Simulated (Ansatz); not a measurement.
**CuI, pressure series**

Take CuI in the zinc blende structure (space group F-43m, No. 216; a = 6.0228 Å) as the base.

Cell and atoms are relaxed at each pressure.

Computed with plane-wave PAW DFT at the r2SCAN level (Ansatz, a first-principles code, 500 eV), no spin-orbit coupling.

Candidates:
(a) pressure −1 GPa
(b) pressure 22.5 GPa
(c) pressure 2.1 GPa
(d) pressure 30 GPa
(e) pressure 0.9 GPa

For the base:

| Quantity | Value |
|---|---|
| Band gap | 1.67 eV |

Order them by band gap, highest first.

(b) pressure 22.5 GPa (2.30 eV), (d) pressure 30 GPa (2.17 eV), (c) pressure 2.1 GPa (1.80 eV), (e) pressure 0.9 GPa (1.73 eV), (a) pressure −1 GPa (1.60 eV)

Spin-orbit coupling, missing from the scalar runs, can matter with I. Load acts through the strain it causes; cell and atoms are relaxed under it. No phonon test of stability was made. Tetrahedral semiconductors of this kind turn to denser phases somewhere between about 1 and 50 GPa; those were not computed, so compressed cells here can lie past the real transition. All final runs are without spin polarisation.
